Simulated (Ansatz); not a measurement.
CuAu: response to strain

The reference is CuAu (space group P4/mmm, No. 123; a = 2.813 Å, c = 3.593 Å; relaxed with 0.1 eV smearing).

Strains are applied to the cell and any free atomic positions relax.

Method: PBEsol (Ansatz, a quantum-chemistry and plane-wave program, PAW, no SOC).

Notes on the quantities. energy relative to the base: free energy F; pressure: mean of the normal stresses, compression positive.

| case | energy relative to the base | volume per atom | pressure |
|---|---|---|---|
| base | 0 meV/atom | 14.21 Å³ | 0.0 GPa |
| isotropic strain −2.50 % | +48 meV/atom | 13.17 Å³ | 16.0 GPa |
| isotropic strain −1.50 % | +16 meV/atom | 13.58 Å³ | 8.8 GPa |
| isotropic strain −1.00 % | +7.2 meV/atom | 13.79 Å³ | 5.6 GPa |
| isotropic strain −0.50 % | … | 14.00 Å³ | … |
| isotropic strain +1.00 % | +6.5 meV/atom | 14.64 Å³ | -4.7 GPa |
| isotropic strain +1.50 % | +14 meV/atom | 14.86 Å³ | -6.8 GPa |
| isotropic strain +2.00 % | +25 meV/atom | 15.08 Å³ | -8.7 GPa |
| isotropic strain +2.50 % | +38 meV/atom | 15.31 Å³ | -10.4 GPa |
| isotropic strain +3.00 % | +54 meV/atom | 15.53 Å³ | -11.9 GPa |

Task: What belongs in the blanks?

Result: 
- isotropic strain −0.50 %, energy relative to the base: +1.7 meV/atom
- isotropic strain −0.50 %, pressure: 2.7 GPa

Whether these cells are dynamically stable was not tested. All final runs are without spin polarisation.
